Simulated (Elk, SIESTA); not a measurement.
A SIESTA input for a self-consistent single point of ScGa5Fe (P4/mmm, 7 atoms in the cell) (DFT, GGA PBEsol, numerical atomic orbitals DZP, PseudoDojo PBEsol standard norm-conserving potentials (rewritten from UPF to PSML)):

```
# files in the folder: Sc.psml Ga.psml Fe.psml (PseudoDojo PBEsol standard)
SystemName  ScGa5Fe
SystemLabel scga5fe

NumberOfAtoms                7
NumberOfSpecies              3
%block ChemicalSpeciesLabel
  1 21 Sc
  2 31 Ga
  3 26 Fe
%endblock ChemicalSpeciesLabel
LatticeConstant              1.0 Ang
%block LatticeVectors
     4.035109000    0.000000000    0.000000000
     0.000000000    4.035109000    0.000000000
     0.000000000    0.000000000    6.472648000
%endblock LatticeVectors
AtomicCoordinatesFormat      Fractional
%block AtomicCoordinatesAndAtomicSpecies
     0.000000000    0.000000000    0.000000000  1
     0.000000000    0.500000000    0.306040000  2
     0.000000000    0.500000000    0.693960000  2
     0.500000000    0.000000000    0.306040000  2
     0.500000000    0.000000000    0.693960000  2
     0.500000000    0.500000000    0.000000000  2
     0.000000000    0.000000000    0.500000000  3
%endblock AtomicCoordinatesAndAtomicSpecies

XC.functional                GGA
XC.authors                   PBEsol
PAO.BasisSize                DZP
PAO.EnergyShift              0.005 Ry
MeshCutoff                   400 Ry
%block kgrid.MonkhorstPack
    5   0   0  0.0
    0   5   0  0.0
    0   0   3  0.0
%endblock kgrid.MonkhorstPack
OccupationFunction           MP
OccupationMPOrder            0
ElectronicTemperature        200.0 meV

MaxSCFIterations             150
SCF.Mixer.Method             Broyden
SCF.Mixer.Weight             0.25
SCF.Mixer.History            6
SCF.DM.Tolerance             1.0E-05
Diag.ParallelOverK           true
WriteForces                  true
```

### Question
Write the same calculation as an input for Elk.

### Answer
This is the input that was run; spellings and numerical settings could be chosen otherwise.

```
tasks
  0

xctype
  22

rgkmax
  7.5

gmaxvr
  16.0

nxlo
  2

lorbcnd
  .true.

lmaxi
  2

stype
  0

swidth
  0.00734986

avec
    7.6252508930    0.0000000000    0.0000000000
    0.0000000000    7.6252508930    0.0000000000
    0.0000000000    0.0000000000   12.2315320211

sppath
  'species/'

atoms
  3   : nspecies
  'Sc.in'   : spfname
  1   : natoms; atposl, bfcmt below
  0.0000000000  0.0000000000  0.0000000000    0.0 0.0 0.0
  'Ga.in'   : spfname
  5   : natoms; atposl, bfcmt below
  0.0000000000  0.5000000000  0.3060400000    0.0 0.0 0.0
  0.0000000000  0.5000000000  0.6939600000    0.0 0.0 0.0
  0.5000000000  0.0000000000  0.3060400000    0.0 0.0 0.0
  0.5000000000  0.0000000000  0.6939600000    0.0 0.0 0.0
  0.5000000000  0.5000000000  0.0000000000    0.0 0.0 0.0
  'Fe.in'   : spfname
  1   : natoms; atposl, bfcmt below
  0.0000000000  0.0000000000  0.5000000000    0.0 0.0 0.0

ngridk
  5 5 3
```

Basis, cutoffs, solver keys and any potentials are the target program's own. This input uses DFT, PBEsol, all-electron FP-LAPW, Elk's shipped species files, APW+lo basis with extra local orbitals.

The starting cell comes from a database of computed structures (which also holds hypothetical and non-ambient phases and stackings), without a prior relaxation at this level. Its lattice was rescaled by a random factor within 2.5 % of one. For this run, on top of that: lattice scaled by 0.98.
